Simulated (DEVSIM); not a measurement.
Structure: Schottky contact on n-type β-Ga2O3, at 350 K.

```
layer (left to right)  material  thickness (μm)  Nd (cm⁻³)  τn (s)  τp (s)
---------------------  --------  --------------  ---------  ------  ------
1                       β-Ga2O3            4.00     5.3e16  4.7e-8  4.7e-8
2                       β-Ga2O3            2.90     3.9e16  4.7e-8  4.7e-8
```

Left contact: Schottky, work function 5.36 eV, emission velocity 5.4e6 cm/s. Right contact: ohmic. Voltage is applied to the left contact. Recombination: SRH at mid-gap. Mobility is μmin + (μ − μmin)/(1 + (N/Nref)^α).

This is a model device: material constants are rounded textbook-type values typed into the input, and sizes, dopings and lifetimes were drawn at random. Values at 300 K; Nc and Nv go as T^1.5, mobilities as T to minus their exponent, the gap by Varshni's rule with the affinity fixed.

| parameter | β-Ga2O3 |
|---|---|
| gap (eV) | 4.8 |
| affinity (eV) | 4 |
| permittivity | 10 |
| Nc (cm⁻³) | 3.7e18 |
| Nv (cm⁻³) | 5e20 |
| μn (cm²/Vs) | 160 |
| μp (cm²/Vs) | 1 |
| μn,min | 20 |
| μp,min | 0.1 |
| Nref,n | 1e18 |
| Nref,p | 1e18 |
| αn | 0.8 |
| αp | 0.8 |
| T exponent of μn | 1.8 |
| T exponent of μp | 1.5 |
| Varshni α (eV/K) | 0.0004 |
| Varshni β (K) | 600 |

DEVSIM, 1D drift-diffusion, Boltzmann statistics, complete ionisation; no tunnelling, impact ionisation, image-force lowering or self-heating. Metal contacts follow the ideal Schottky-Mott rule: no Fermi-level pinning, no interface dipoles.

Q: Tabulate band edges, carrier densities and field at -10.0 V on the left contact.

A: Energies count from the Fermi level of the right contact; mesh points crowd at the junctions.

| x (μm) | Ec (eV) | Ev (eV) | n (cm⁻³) | p (cm⁻³) | field (V/cm) |
|---|---|---|---|---|---|
| 0.000 | 11.360 | 6.572 | < 1e2 | < 1e2 | -460000 |
| 0.02798 | 10.101 | 5.312 | < 1e2 | < 1e2 | -440000 |
| 0.08374 | 7.816 | 3.027 | < 1e2 | < 1e2 | -380000 |
| 0.2081 | 3.792 | -0.997 | < 1e2 | < 1e2 | -260000 |
| 0.5875 | 0.135 | -4.653 | 5.3e16 | < 1e2 | -50 |
| 1.292 | 0.135 | -4.653 | 5.3e16 | < 1e2 | ≈ 0 |
| 2.498 | 0.135 | -4.653 | 5.3e16 | < 1e2 | ≈ 0 |
| 3.467 | 0.135 | -4.653 | 5.3e16 | < 1e2 | ≈ 0 |
| 3.765 | 0.135 | -4.653 | 5.3e16 | < 1e2 | ≈ 0 |
| 3.899 | 0.135 | -4.653 | 5.3e16 | < 1e2 | ≈ 0 |
| 3.966 | 0.136 | -4.653 | 5.2e16 | < 1e2 | 380 |
| 4.002 | 0.140 | -4.649 | 4.5e16 | < 1e2 | 2100 |
| 4.032 | 0.143 | -4.645 | 4.0e16 | < 1e2 | 480 |
| 4.092 | 0.144 | -4.644 | 3.9e16 | < 1e2 | 26 |
| 4.294 | 0.144 | -4.644 | 3.9e16 | < 1e2 | ≈ 0 |
| 4.659 | 0.144 | -4.644 | 3.9e16 | < 1e2 | ≈ 0 |
| 5.382 | 0.144 | -4.644 | 3.9e16 | < 1e2 | ≈ 0 |
| 6.179 | 0.144 | -4.644 | 3.9e16 | < 1e2 | ≈ 0 |
| 6.640 | 0.144 | -4.644 | 3.9e16 | < 1e2 | ≈ 0 |
| 6.792 | 0.144 | -4.644 | 3.9e16 | < 1e2 | ≈ 0 |
| 6.860 | 0.144 | -4.644 | 3.9e16 | < 1e2 | ≈ 0 |
| 6.900 | 0.144 | -4.644 | 3.9e16 | < 1e2 | ≈ 0 |
